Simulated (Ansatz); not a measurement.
**TiAl3 (model structure, started from the D022 type, I4/mmm, No. 139, 4 atoms in the cell)**

All values below come from LDA (PAW; Ansatz, a quantum-chemistry and plane-wave program).

Settings: plane-wave cutoff 520 eV, 20×20×20 k mesh, Fermi–Dirac smearing 0.05 eV, no spin polarisation, scalar-relativistic PAW data made under PBE.

Cell (relaxed at this level):

Space group I4/mmm (No. 139); a = 3.7792 Å, b = 3.7792 Å, c = 8.4821 Å, α = 90.00°, β = 90.00°, γ = 90.00°

| atom | site | symmetry | x | y | z |
|---|---|---|---|---|---|
| Al | 2b | 4/mmm | 0.0000 | 0.0000 | 0.5000 |
| Al | 4d | -4m2 | 0.0000 | 0.5000 | 0.2500 |
| Ti | 2a | 4/mmm | 0.0000 | 0.0000 | 0.0000 |
(The calculation used a cell of 4 atoms; values per cell refer to that cell.)

* **band gap**: none
* **bulk modulus B0**: 117 GPa

Note: the bulk modulus is −V dP/dV from two relaxed cells at ±2 % in volume.

Static lattice: no zero-point or thermal effects.

A model structure was made by putting elements into a prototype or built by hand; here it ended with the formula and space group of a phase in our tables.
